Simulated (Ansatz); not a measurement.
Consider Pd in the fcc (Cu type) structure (space group Fm-3m, No. 225; relaxed with 0.1 eV smearing).

```yaml
crystal:
  lattice:
    - [0.00000, 1.93885, 1.93885]
    - [1.93885, 0.00000, 1.93885]
    - [1.93885, 1.93885, 0.00000]
  atoms:
    - { symbol: Pd, position: [0.00000, 0.00000, 0.00000] }
```

Cartesian axes are those of the cell as printed.

Computed with PBEsol (Ansatz, an electronic-structure program), no SOC.

Before the change:

The shortest interatomic distance comes out as 2.742 Å and the band gap is zero.

Modification: the cell is compressed by 0.83 % along z with no lateral relaxation, atoms relaxed at fixed cell.

What does the calculation give for the energy relative to the base after the change?

The energy increases by 0.8 meV/atom.

How does this affect the shortest interatomic distance?

The shortest interatomic distance drops by 0.011 Å, from 2.742 Å to 2.731 Å.

What happens to the stress?

The stress (xx, yy, zz, yz, xz, xy; compression positive) comes out as (1.5, 1.5, 2.1, 0.0, 0.0, 0.0) GPa.

What does the calculation give for the band gap after the change?

The band gap remains zero.

The cells carry an imposed strain or load. Whether these cells are dynamically stable was not tested. All final runs are without spin polarisation.
